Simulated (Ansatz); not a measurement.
## PtS in the NiAs type structure (space group P6_3/mmc, No. 194; a hypothetical phase, not in the database extracts checked)

```cif
data_Pt2S2
_chemical_formula_sum 'Pt2 S2'
_space_group_name_H-M_alt 'P 1'
_space_group_IT_number 1
_cell_length_a 3.69693
_cell_length_b 3.69693
_cell_length_c 5.59798
_cell_angle_alpha 90.000
_cell_angle_beta 90.000
_cell_angle_gamma 120.000
loop_
_space_group_symop_operation_xyz
  'x, y, z'
loop_
_atom_site_label
_atom_site_type_symbol
_atom_site_fract_x
_atom_site_fract_y
_atom_site_fract_z
_atom_site_occupancy
Pt1 Pt 0.00000 0.00000 0.00000 1
Pt2 Pt 0.00000 0.00000 0.50000 1
S1 S 0.33333 0.66667 0.25000 1
S2 S 0.66667 0.33333 0.75000 1
```

Computed with r2SCAN, PAW, 500 eV (Ansatz, a program for electronic structure; no spin-orbit coupling). Γ-centred 15×15×9 mesh, Fermi–Dirac width 0.05 eV.

```json
{
  "volume_per_atom": "16.56 Å³",
  "density": "11.39 g/cm³",
  "band_gap": "zero",
  "total_energy": "-6721.257 eV/atom (σ→0; compares only within this code and set-up)"
}
```

Whether these cells are dynamically stable was not tested. The final runs are not spin-polarised.
